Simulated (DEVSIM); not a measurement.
Device: Schottky contact on p-type Si, at 300 K.

Layer 1 from the left is Si, thickness (μm) 2.70, Na (cm⁻³) 8.6e15, τn (s) 3.5e-7, τp (s) 3.5e-7. Layer 2 from the left is Si, thickness (μm) 0.870, Na (cm⁻³) 1.3e18, τn (s) 3.5e-7, τp (s) 3.5e-7.

Left contact: Schottky, work function 4.554 eV, emission velocity 5e6 cm/s. Right contact: ohmic. Voltage is applied to the left contact. Recombination: SRH at mid-gap, radiative. Gap narrowing is on: ΔEg = 6.92 meV × (l + √(l² + 0.5)), l = ln(N/1.3e17 cm⁻³), shared equally by both band edges. Mobility is constant in doping.

The device is made up for the run: typed textbook-type constants, with dimensions and the other settings drawn at random. Values at 300 K.

Si: gap (eV) 1.124, affinity (eV) 4.05, permittivity 11.7, Nc (cm⁻³) 2.86e19, Nv (cm⁻³) 3.1e19, μn (cm²/Vs) 1417, μp (cm²/Vs) 470, B (cm³/s) 4.7e-15.

DEVSIM, 1D drift-diffusion, Boltzmann statistics, complete ionisation; no tunnelling, impact ionisation, image-force lowering or self-heating. Metal contacts follow the ideal Schottky-Mott rule: no Fermi-level pinning, no interface dipoles.

Dark forward current:

| |V| (V) | |J| (A/cm²) |
|---|---|
| 0.05 | 0.004158 |
| 0.10 | 0.03208 |
| 0.15 | 0.2179 |
| 0.20 | 1.415 |
| 0.25 | 8.234 |
| 0.30 | 34.66 |
| 0.35 | 91.34 |
| 0.40 | 171.0 |
| 0.45 | 264.0 |
| 0.50 | 364.8 |
| 0.55 | 470.5 |
| 0.60 | 579.6 |
| 0.65 | 691.1 |
| 0.70 | 804.4 |
| 0.75 | 919.1 |
| 0.80 | 1035 |
| 0.85 | 1152 |
| 0.90 | 1269 |
| 0.95 | 1387 |
| 1.00 | 1506 |
| 1.05 | 1625 |
| 1.10 | 1745 |
| 1.15 | 1865 |
| 1.20 | 1985 |
| 1.25 | 2106 |

Q: Work out the local ideality factor n = ΔV / (kT/q · ln(J2/J1)) between the rows 0.15 and 0.20 V, 1.20 and 1.25 V.

A: kT/q = 25.85 mV. From 0.15 to 0.20 V: ln(1.415/0.2179) = 1.871, n = 1.03, near the 1 of diffusion or emission over a barrier. From 1.20 to 1.25 V: ln(2106/1985) = 0.059, n = 32.69.

Q: Estimate the current at 0.15 V for emission alone, J0 = q v N_band exp(−φB/kT), and read the barrier back from the simulated current.

A: φB = 0.620 eV, N_band = 3.10e19 cm⁻³, J0 = 0.000952 A/cm²; J = J0 (exp(qV/kT) − 1) = 0.314 A/cm². The simulation gives 0.218 A/cm²; the estimate lies 44 % above. Read backwards, the simulated current gives an apparent barrier of 0.629 eV. The estimate leaves out transport through the depletion region and minority injection.
